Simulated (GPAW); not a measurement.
## σyy against uniaxial strain in rock-salt HfN (space group 225): C12 (GPAW, LDA)

```xyz
2
Lattice="0.0000 2.2343 2.2343 2.2008 0.0000 2.2343 2.2008 2.2343 0.0000" Properties=species:S:1:pos:R:3 pbc="T T T"
Hf     0.0000     0.0000     0.0000
N      2.2008     2.2343     2.2343
```

Method: LDA (Perdew-Wang 92), GPAW PAW datasets LDA (gpaw-data 1.0.1) (plane waves; GPAW). Settings: mode = pw; ecut = 1040 eV; xc = LDA; kpts = 26 26 26; mesh shift (steps) = 0 0 0; occupations.name = fermi-dirac; occupations.width = 0.05 eV; nbands = -8; convergence.density = 1e-06 e/electron; convergence.energy = 1e-06 eV/electron; symmetry.symmorphic = false; symmetry.tolerance = 0.0005; maxiter = 120. The cell above is the first row's. The rows stretch one cube axis (x) by the strain ε and hold the other two. Stress is positive in tension. In all rows fractional positions and the k mesh are held.

```csv
ε (%),σyy (GPa)
-1.5,?
-1.0,-1.17
-0.5,-0.56
0.0,0.04
0.5,0.62
1.0,1.18
1.5,1.73
```

Fit σyy of the 6 rows that show it with a parabola. Least squares gives σyy = 0.039 + 1.1764·ε - 0.0329·ε². Residuals (row less fit): 0.000, -0.003, 0.001, 0.001, -0.002, 0.000; standard error 0.002 (degrees of freedom: 3). The slope at ε = 0, 1.1764 GPa per cent, gives C12 ≈ 100 × 1.1764 = 118 GPa, for the static lattice.

Q: Predict the withheld σyy at ε = -1.5 from the fit, and compare with the calculation.

A: σyy = 0.039 + 1.1764 × (-1.5) - 0.0329 × (-1.5)² = -1.800 GPa. The calculation gives -1.80 GPa, which the fit meets to the printed digits. The row lies outside the fitted rows, so this is an extrapolation.

Carrying the step between the two nearest rows on in a straight line would have given -1.78, off by 0.02; series whose last step already gives the withheld value aren't shown. The reference cell has the volume at which an earlier scan in this program and functional put its minimum by a fit. The runs keep the symmetry of the cell, so they don't test it for distortions. The unstrained cell stands at a pressure of -0.04 GPa, and the constants belong to that pressure. By symmetry this strain leaves no force on the atoms; the largest in the rows is 0.000 eV/Å. Spin-orbit coupling is off. Without a gap such slopes are sensitive to mesh and smearing. 1 of the planned runs didn't end soundly and are left out. Cutoffs and mesh are single choices, not tested for convergence of this quantity. Series with a scatter that would blur these digits, or in which a gap closes, are not shown. Strain series were run only where this level's volume lies within 10 % of a first guess from the measured size.
